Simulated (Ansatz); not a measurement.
By PBEsol, the system below comes out a metal.

Without scattering a metal conducts by its projected Fermi surface.

Here is the system:

```
TiB2
1.0
    3.02593     0.00000     0.00000
    0.00000     3.22877     0.00000
    1.51297     0.00000     2.62053
Ti B
1 2
Direct
  0.00000   0.00000   0.00000
  0.33333   0.50000   0.33333
  0.66667   0.50000   0.66667
```

The cell is taken as given; by PBEsol it stands under a pressure of -4.6 GPa.

The current flows along the normal of the first two printed cell vectors, the (100) plane of the conventional cell. No spin-orbit coupling; the value is a mean over 0.1 eV about the Fermi level.

Problem. State the ballistic conductance per area according to PBEsol (Ansatz, a first-principles code).

Solution. 0.31 × 10¹⁵ S/m² for both spins.
